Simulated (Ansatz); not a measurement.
Levels about the gap of amorphous Si₁₈B₈C₁₂N₂₆ (64 atoms in a cell of 831 Å³, 2.20 g/cm³; zone centre alone, so wide bands show as single levels with stretches between that a denser mesh fills), at the geometry that PBE relaxed, where it gives -1.5 GPa on a denser mesh. Exact exchange is cut at the faces of this small cell, which leaves a finite-size error. The participation number counts the atoms over which a state spreads; weights are charges in smoothed Voronoi cells. The levels come from a single point, so bond lengths are those of that geometry. Method of the levels: HSE06, scalar-relativistic without spin-orbit coupling (Ansatz, an electronic-structure program). Sampling: the zone centre alone; Fermi-Dirac width 0.01 eV; collinear spin, started from moments on atoms (the moments died out).

It comes from a melt-quench run on a machine-learned potential (CHGNet), relaxed afterwards by DFT. N atoms were pushed apart under 1.9 Å during the dynamics, to hinder bonds among them. The hot cell started wider than the set density and was brought back towards it in steps. It is the lowest in DFT energy of 2 quenches. It is a model cell: composition and starting density were chosen by hand, and all elements were melted together. No dispersion term was used. Its density started from a set value of 2.20 and ended at 2.20 g/cm³. Cooling (nominally 630 K/ps over its main leg) ran many orders faster than in experiment, which tends to leave more defects and strain. Values belong to this one cell and scatter from quench to quench. The volume was held where the preparation left it and the shape relaxed, at a PBE pressure of -1.5 GPa (tension). Stress components on the final sampling reach 1.6 GPa. On a 2×2×2 Γ-centred mesh force components of up to 0.27 eV/Å stay, since the relaxation ran on the zone centre alone.

```
E - E(highest filled), eV  filling  spin  participation number        largest on  weight Si  weight C  weight N  weight B
-------------------------  -------  ----  --------------------  ----------------  ---------  --------  --------  --------
-0.99                       filled    up                  16.2  Si, 2 neighbours       0.34      0.26      0.32      0.08
-0.82                       filled    up                  13.2  Si, 2 neighbours       0.36      0.21      0.38      0.05
-0.82                       filled    dn                  13.2  Si, 2 neighbours       0.36      0.21      0.38      0.05
-0.63                       filled    up                  22.2   N, 3 neighbours       0.29      0.19      0.42      0.10
-0.63                       filled    dn                  22.2   N, 3 neighbours       0.29      0.19      0.42      0.10
0.00                        filled    up                   9.9  Si, 2 neighbours       0.52      0.15      0.25      0.08
0.00                        filled    dn                   9.9  Si, 2 neighbours       0.52      0.15      0.25      0.08
1.22                         empty    dn                   7.4   C, 3 neighbours       0.21      0.35      0.33      0.11
1.22                         empty    up                   7.4   C, 3 neighbours       0.21      0.35      0.33      0.11
1.60                         empty    dn                   7.5   C, 3 neighbours       0.22      0.50      0.23      0.05
1.60                         empty    up                   7.5   C, 3 neighbours       0.22      0.50      0.23      0.05
2.20                         empty    dn                  13.4  Si, 3 neighbours       0.51      0.13      0.32      0.05
2.20                         empty    up                  13.4  Si, 3 neighbours       0.51      0.13      0.32      0.05
2.52                         empty    dn                  16.5  Si, 3 neighbours       0.44      0.17      0.28      0.11
```

Most localised among these is the empty level at +1.22 eV, on a C atom, which has 3 neighbours (N 1.30 Å, B 1.59 Å, Si 1.85 Å).
